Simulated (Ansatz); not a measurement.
Structures of equal composition on the (111) surface of germanium (Ge plane on top): (√3x√3)R30° Bi adatom at H3; (√3x√3)R30° Bi adatom at T4. The slabs share one bottom face, and each structure is named by its start. These are constructed structures in small cells; real faces may alloy, dewet or reconstruct in larger ones, and not all known structures of the face are among them. Slabs of about 13 Å, Fermi-Dirac smearing of 0.025 eV. Bottom of the slabs: H caps. Relaxed from the named starts with such symmetry as they have, on meshes of like density; energies extrapolated to zero smearing; spin only where a row says so; no spin-orbit coupling, no U. Brackets mark spin-polarised runs, whose order is one that fits the cell. Where a second, spin-polarised start was run, the lower counts.

Method: r2SCAN, at the PBE geometry (plane waves to 500 eV, PAW; Ansatz, an electronic-structure program).

Problem. Order them by energy per 1x1 cell (lowest first) at the level r2SCAN, at the PBE geometry.

Solution. (√3x√3)R30° Bi adatom at T4 (0.000 eV, a narrow gap of 0.06 eV by band count), (√3x√3)R30° Bi adatom at H3 (0.142 eV, a narrow gap of 0.13 eV by band count)
